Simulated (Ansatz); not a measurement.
How a calculation on TiAl3 (I4/mmm, 4 atoms in the cell) responds to its settings

```yaml
crystal:
  lattice:
    - [-1.91454, 1.91454, 4.28838]
    - [1.91454, -1.91454, 4.28838]
    - [1.91454, 1.91454, -4.28838]
  atoms:
    - { symbol: Ti, position: [0.00000, 0.00000, 0.00000] }
    - { symbol: Al, position: [0.50000, 0.50000, 0.00000] }
    - { symbol: Al, position: [0.75000, 0.25000, 0.50000] }
    - { symbol: Al, position: [0.25000, 0.75000, 0.50000] }
```

Base run A: PBE, PAW files run with Ansatz (a quantum-chemistry and plane-wave program), self-consistent single point.

Its settings: kpoints.mp_grid.grid = 16 16 16; hamiltonian.xc = pbe; hamiltonian.pseudopotentials = {kind: paw} (the program's default PAW files); scf.occupations.method = cold; scf.occupations.width = 0.1 eV.

The starting cell comes from a database of computed structures (which also holds hypothetical and non-ambient phases and stackings), without a prior relaxation at this level. Its lattice was rescaled by a random factor within 2.5 % of one. Spin polarisation is off. Ansatz's pressure includes its estimate of the finite-basis (Pulay) stress.

ΔF is the free energy per atom less that of run A. 

```
run  scf.occupations.method, scf.occupations.width  ΔF (meV/atom)  pressure (GPa)  TS (meV/atom)
---  ---------------------------------------------  -------------  --------------  -------------
A                                     cold, 0.1 eV           0.00            1.46            0.0
B                                 gaussian, 0.1 eV          -1.08            1.46            2.2
C                                 gaussian, 0.2 eV           -4.3            1.50            8.7
D                             fermi_dirac, 0.05 eV          -1.78            1.47            3.6
E                              fermi_dirac, 0.3 eV          -66.7            2.11          137.6
F                        methfessel_paxton, 0.1 eV           0.00            1.45            0.0
G                        methfessel_paxton, 0.2 eV           0.04            1.45           -0.3
H                             tetrahedron, default          -0.04            1.45            0.0
```

Run E against A: The free energy drops by 66.7 meV/atom and the pressure goes from 1.46 to 2.11 GPa.

Run D against A: The free energy falls by 1.8 meV/atom and the pressure moves little (1.46 to 1.47 GPa).

Run B against A: The free energy drops by 1.1 meV/atom and the pressure stays at 1.46 GPa.

Keys are those of Ansatz 0.2.
